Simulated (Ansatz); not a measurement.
Data:

```yaml
crystal:
  lattice:
    - [1.98052, 1.14345, 8.06164]
    - [-1.98052, 1.14345, 8.06164]
    - [0.00000, -2.28691, 8.06164]
  atoms:
    - { symbol: In, position: [0.11295, 0.11295, 0.11295] }
    - { symbol: In, position: [0.99929, 0.99929, 0.99929] }
    - { symbol: Se, position: [0.61264, 0.61264, 0.61264] }
    - { symbol: Se, position: [0.83283, 0.83283, 0.83283] }
```

Level of theory: PBEsol+D3BJ with spin-orbit coupling, rigid bands (plane waves, PAW; Ansatz, a quantum-chemistry and plane-wave program). Condition of this run: spin-orbit coupling switched on. Cell: cell and atoms relaxed with PBEsol+d3bj.

Q: Predict the hole conductivity mass (n e² τ/σ) at 300 K, by direction if it differs.

A: 1.59 (x), 1.59 (y), 0.084 (z) mₑ.

Q: What conductivity effective mass do dilute electrons have at 300 K?

A: 0.116 (x), 0.116 (y), 0.044 (z) mₑ.

Q: And the band gap?

A: 0.31 eV at this level; semilocal functionals usually fall short of the measured gap.

Rigid bands, one relaxation time for all states, no polarons. Geometry: cell and atoms relaxed with PBEsol+D3(BJ).

Formula and space group known from diffraction (Crystallography Open Database), not checked to be the room-temperature form: InSe (R3m). PBEsol with a dispersion correction tends to overbind, so the cell can be several per cent short, in bad cases over ten, which usually narrows a gap: InSe (R3m).
